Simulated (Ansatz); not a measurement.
The starting structures come from a database of crystals and need not be the phases stable at ambient conditions.

Tunnelling through a barrier is set by its complex band structure: the current falls as exp(−2κd) with the smallest κ.

Here is the system:

```
CELL_PARAMETERS angstrom
      6.48002    -0.02842     0.04989
      2.07657     6.13835     0.04989
      2.32689    -2.99402     5.25504
ATOMIC_POSITIONS crystal
  Rb 0.50000 0.00000 0.50000
  Rb 0.75000 0.50000 0.75000
  H  0.12500 0.61267 0.98767
  H  0.98767 0.88733 0.62500
  H  0.62500 0.38733 0.26233
  H  0.26233 0.11267 0.12500
  P  0.00000 0.00000 0.00000
  P  0.25000 0.50000 0.25000
  O  0.96918 0.76670 0.97943
  O  0.97943 0.05139 0.78727
  O  0.78727 0.23330 0.26412
  O  0.26412 0.94861 0.96918
  O  0.28082 0.44861 0.98588
  O  0.27057 0.26670 0.28082
  O  0.46273 0.55139 0.27057
  O  0.98588 0.73330 0.46273
```

Space group of this cell: I-42d. The cell was relaxed by PBE-D3(BJ); by PBEsol its mean pressure is -0.8 GPa.

Transport runs along the normal of the first two printed cell vectors, the (101) plane of the conventional cell.

No gap correction and no spin-orbit coupling; mid-gap values are interpolated between computed energies.

Question: Predict the band gap and the smallest decay constant κ at mid-gap from PBEsol run with Ansatz (a program for electronic structure).

Answer: Gap 5.51 eV on a 6×6×6 mesh; κ = 0.476 1/Å, at the zone centre.
